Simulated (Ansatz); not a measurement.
Structures of equal composition on the (100) surface of rock-salt TiN: Ru on all Ti sites of the second plane; Ru on all Ti sites of the top plane. The slabs share one bottom face, and each structure is named by its start. These are constructed structures in small cells; real faces may alloy, dewet or reconstruct in larger ones, and not all known structures of the face are among them. Slabs of about 13 Å, Fermi-Dirac smearing of 0.1 eV. Bottom of the slabs: a bare face, its two planes held. Relaxed from the named starts with such symmetry as they have, on meshes of like density; energies extrapolated to zero smearing; spin only where a row says so; no spin-orbit coupling, no U. Brackets mark spin-polarised runs, whose order is one that fits the cell.

Computed with PBE (plane waves to 420 eV, PAW; Ansatz, a program for electronic structure).

Q: Order them by energy per 1x1 cell (lowest first) at the level PBE.

A: Ru on all Ti sites of the second plane (0.000 eV), Ru on all Ti sites of the top plane (0.522 eV)
